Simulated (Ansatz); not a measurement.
Consider BeSe in the zinc blende structure (space group F-43m, No. 216).

```
CELL_PARAMETERS angstrom
      0.00000     2.54081     2.54081
      2.54081     0.00000     2.54081
      2.54081     2.54081     0.00000
ATOMIC_POSITIONS crystal
  Be 0.00000 0.00000 0.00000
  Se 0.25000 0.25000 0.25000
```

Level of theory: LDA in Ansatz (plane waves to 420 eV, PAW, no SOC).

```csv
level,band gap,lattice parameter a
LDA,2.40 eV,5.082 Å
```

What does experiment give, and how far off is each level?

Measured: band gap 4 eV (temperature not stated; as listed in Das, Protik, Mohammadi, Mohammad, Bazhirov, Timur, arXiv (2018)); lattice parameter a 5.139 Å (temperature not stated; as listed in Fabio Bernardini, Maria Peressi, Vincenzo Fiorentini, Phys. Rev. B (2000)). Computed minus measured — band gap: LDA -1.60 eV; lattice parameter a: LDA -1.1 %. Measured values not marked as corrected hold thermal and zero-point effects that the static-lattice runs lack. A measured gap can be an optical one, lowered by exciton binding. Levels without spin-orbit coupling miss its lowering of the gap, often about a third of the valence-band splitting.

Whether these cells are dynamically stable was not tested.

Ansatz is a quantum-chemistry and plane-wave program.
